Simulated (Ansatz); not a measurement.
The starting structures come from a database of crystals and need not be the phases stable at ambient conditions.

 Where the default PAW files enter, the runs use the earlier of Ansatz's two default sets.

Consider the following.

```xyz
9
Lattice="5.0605 0.0000 0.0000 -2.5303 4.3825 0.0000 0.0000 0.0000 5.5414" Properties=species:S:1:pos:R:3 pbc="T T T"
Si     1.2651     2.1913     1.8471
Si    -1.2651     2.1913     0.0000
Si     2.5303     0.0000     3.6942
O     -0.9468     3.4683     4.6178
O      1.5835     0.9142     2.7707
O      0.0000     1.8284     0.9236
O      3.4770     0.9142     4.6178
O      0.9468     3.4683     2.7707
O      2.5303     2.5541     0.9236
```

Space group of this cell: P6_422. The cell is taken as given.

The current runs along the normal of the first two printed vectors, the (001) plane. All runs by Ansatz (an electronic-structure program), plane waves and PAW, without spin-orbit coupling; the base is r2SCAN.

```
run                                                      mean pressure (GPa)    gap (eV)  mid-gap κ (1/Å)
-------------------------------------------------------  -------------------  ----------  ---------------
base                                                                     0.1        6.31            0.528
all lengths scaled by 0.98                                              13.2  (withheld)       (withheld)
all lengths scaled by 1.02                                              -9.9  (withheld)       (withheld)
lda in place of r2scan                                                  -1.6        5.45            0.497
lengths across the current scaled by 0.98, ions clamped                  8.4        6.47            0.539
lengths across the current scaled by 1.02, ions clamped                 -6.9        6.08            0.516
lengths along the current scaled by 0.97, ions clamped                   6.2        6.45            0.542
lengths along the current scaled by 1.03, ions clamped                  -5.3        6.10            0.511
pbesol in place of r2scan                                                2.6  (withheld)       (withheld)
```

Question: Complete the blanks.

Answer: 
- all lengths scaled by 0.98, gap (eV): 6.58
- all lengths scaled by 0.98, mid-gap κ (1/Å): 0.548
- all lengths scaled by 1.02, gap (eV): 5.96
- all lengths scaled by 1.02, mid-gap κ (1/Å): 0.505
- pbesol in place of r2scan, gap (eV): 5.63
- pbesol in place of r2scan, mid-gap κ (1/Å): 0.503
